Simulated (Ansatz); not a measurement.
This Ansatz (a program for electronic structure) input is the reference run, MgTe in the zinc blende structure (space group F-43m, No. 216), computed with Ansatz, PBEsol, PAW, cutoff 420 eV, without spin-orbit coupling:

Ansatz 0.2 input:
```yaml
crystal:
  lattice:
    - [0, 3.2196470481, 3.2196470481]
    - [3.2196470481, 0, 3.2196470481]
    - [3.2196470481, 3.2196470481, 0]
  atoms:
    - { symbol: Mg, position: [0, 0, 0] }
    - { symbol: Te, position: [0.25, 0.25, 0.25] }
basis: { ecutwfc: 420, ecutrho_ratio: 4, xc_grid: 2, fft_grid_basis: typed }
kpoints: { mp_grid: { grid: [9, 9, 9] } }
hamiltonian:
  xc: pbesol
  dispersion: none
  pseudopotentials: { kind: paw }
scf: { occupations: { method: fermi_dirac, width: 0.05 }, convergence: { dr2_threshold: 0.0000000002 } }
output: { forces: true, stress: true }
checkpoint: { write: state.ck, write_every: 1000 }
```

Q: Write the input for this change: an isotropic linear strain of −2.50 %, atoms relaxed at fixed cell.

A: 
Ansatz 0.2 input:
```yaml
crystal:
  lattice:
    - [0, 3.1391558719, 3.1391558719]
    - [3.1391558719, 0, 3.1391558719]
    - [3.1391558719, 3.1391558719, 0]
  atoms:
    - { symbol: Mg, position: [0, 0, 0] }
    - { symbol: Te, position: [0.25, 0.25, 0.25] }
basis: { ecutwfc: 420, ecutrho_ratio: 4, xc_grid: 2, fft_grid_basis: typed }
kpoints: { mp_grid: { grid: [9, 9, 9] } }
hamiltonian:
  xc: pbesol
  dispersion: none
  pseudopotentials: { kind: paw }
scf: { occupations: { method: fermi_dirac, width: 0.05 }, convergence: { dr2_threshold: 0.0000000002 } }
relax: { f_tol: 0.005, max_steps: 50 }
output: { forces: true, stress: true }
checkpoint: { write: state.ck, write_every: 1000 }
```
This is the input that was run.

Stability against distortions was not tested.
